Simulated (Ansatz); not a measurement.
## A computed series for Ge: response to strain

Take Ge in the diamond structure (space group Fd-3m, No. 227; a = 5.6222 Å) as the base. Axes: x, y, z lie along the cube axes.

Strains are applied to the cell and any free atomic positions relax; under biaxial strain the out-of-plane vector relaxes too.

Level of theory: LDA (Ansatz, an electronic-structure program), spin-orbit coupling left out.

Candidates:
(a) biaxial strain −1.00 %, plane normal [001], relaxed out of plane
(b) biaxial strain −0.50 %, plane normal [001], relaxed out of plane
(c) biaxial strain +2.00 %, plane normal [001], relaxed out of plane

Notes on the quantities. energy relative to the base: free energy F.

Q: Order them by energy relative to the base, highest first.

A: (c) biaxial strain +2.00 %, plane normal [001], relaxed out of plane (+6.9 meV/atom), (a) biaxial strain −1.00 %, plane normal [001], relaxed out of plane (+1.9 meV/atom), (b) biaxial strain −0.50 %, plane normal [001], relaxed out of plane (+0.5 meV/atom)

Whether these cells are dynamically stable was not tested.
